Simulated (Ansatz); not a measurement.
We consider C (model structure, started from the Si type, Cmcm, No. 63, 12 atoms in the cell), described by r²SCAN (Ansatz, a quantum-chemistry and plane-wave program, PAW).

Numerical settings: plane-wave cutoff 560 eV, 14×14×4 k mesh (along the axes of the cell as run), Fermi–Dirac smearing 0.01 eV, scalar-relativistic PAW data made under PBE.

Cell (relaxed at this level):

Space group Cmcm (No. 63); a = 2.507 Å, b = 7.034 Å, c = 8.340 Å, α = β = γ = 90.00°

```json
[
 {"atom": "C", "site": "8f", "symmetry": "m..", "x": "0.0000", "y": "0.2411", "z": "0.5547"},
 {"atom": "C", "site": "8f", "symmetry": "m..", "x": "0.0000", "y": "0.5689", "z": "0.1575"},
 {"atom": "C", "site": "8f", "symmetry": "m..", "x": "0.0000", "y": "0.0296", "z": "0.5902"}
]
```
(The calculation used a cell of 12 atoms; values per cell refer to that cell.)

Q: What does this level give for the band gap and smallest direct gap on the k points sampled?

A: 
- band gap: 3.07 eV (indirect)
- smallest direct gap on the k points sampled: 3.77 eV

Note: the relaxation could raise the start's symmetry but not lower it, so the cell can be a saddle point.

Static lattice: no zero-point or thermal effects.

A model structure was made by putting elements into a prototype or built by hand; it is no filed structure, need not be a known phase, and can be a saddle point held by its symmetry.
